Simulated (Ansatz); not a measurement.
C (P6_3/mmc) under hydrostatic pressure (compression positive): electron conductivity mass by r2SCAN, rigid bands (plane waves, PAW, scalar-relativistic; Ansatz, an electronic-structure program). The unloaded cell, whose axes the loads refer to:

Space group P6₃/mmc (No. 194); a = 2.4988 Å, b = 2.4988 Å, c = 4.1609 Å, α = 90.00°, β = 90.00°, γ = 120.00°

| atom | site | symmetry | x | y | z |
|---|---|---|---|---|---|
| C | 4f | 3m. | 0.6667 | 0.3333 | 0.0628 |

| hydrostatic pressure (compression positive) (GPa) | volume per atom (Å³) | electron conductivity mass (mₑ) |
|---|---|---|
| -22 | 5.94 | 0.382 |
| -11 | 5.77 | 0.376 |
| 0 | 5.63 | 0.371 |
| 11 | 5.50 | ? |
| 22 | 5.38 | 0.363 |

Question: Fit a straight line to ln(electron conductivity mass) against the load over the rows given, and predict the row at 11 GPa.

Answer: The means are x̄ = -2.750 GPa and ȳ = -0.9864; Σ(x − x̄)(y − ȳ) = -1.212 and Σ(x − x̄)² = 1059, so the slope is -0.115 % per GPa, and the rows given lie within 0.21 % of the line. At 11 GPa the line gives 0.367 mₑ; the calculation gives 0.367 mₑ, 0.030 % from it.

Masses are for dilute carriers at 300 K, harmonic means over directions unless an axis is named. Spin-orbit coupling is left out. Stresses and pressures are the targets of the relaxation. The structure type is held at every load. Geometry: cell and atoms relaxed with PBEsol.
